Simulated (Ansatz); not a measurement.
Given:

```yaml
crystal:
  lattice:
    - [0.00000, 3.47296, 3.47296]
    - [3.47296, 0.00000, 3.47296]
    - [3.47296, 3.47296, 0.00000]
  atoms:
    - { symbol: Rb, position: [0.00000, 0.00000, 0.00000] }
    - { symbol: Br, position: [0.50000, 0.50000, 0.50000] }
```

No spin polarisation.

Computed with DFT with PBEsol, PAW potentials and a 420 eV plane-wave cutoff in Ansatz (a program for electronic structure), without spin-orbit coupling. k-mesh 8×8×8 (Γ-centred); smearing 0.05 eV (Fermi–Dirac).

Task: Predict the band gap, electron mass and space group.

Result: The band gap is 4.13 eV, the electron mass is 0.37 mₑ (at Γ) and the space group is Fm-3m (No. 225).

The cells carry an imposed strain or load. Effective masses come from finite differences of ±0.01 Å⁻¹. No phonon test of stability was made. The cell was made from RbBr in the rock salt structure (space group Fm-3m, No. 225) by this change: isotropic strain +1.50 %.
